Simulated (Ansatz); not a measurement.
## NiGe2 (model structure, started from the MoSi2 type, I4/mmm, No. 139, 3 atoms in the cell): lattice parameter c by level of theory

No measured value is used here.

```json
[
 {"level (code)": "PBE (Ansatz)", "value (Å)": "7.921"},
 {"level (code)": "PBEsol (Ansatz)", "value (Å)": "7.774"},
 {"level (code)": "PBE-D3(BJ) (Ansatz)", "value (Å)": "7.850"}
]
```

PBE, PBEsol, PBE-D3(BJ): the starting moments vanished in the run, and other orders were not tried. Ansatz's density-functional and Hartree–Fock values are scalar-relativistic unless marked +SOC, with PAW data made under PBE.

A model structure was made by putting elements into a prototype or built by hand; it is no filed structure, need not be a known phase, and can be a saddle point held by its symmetry.

Ansatz is a program for electronic structure.
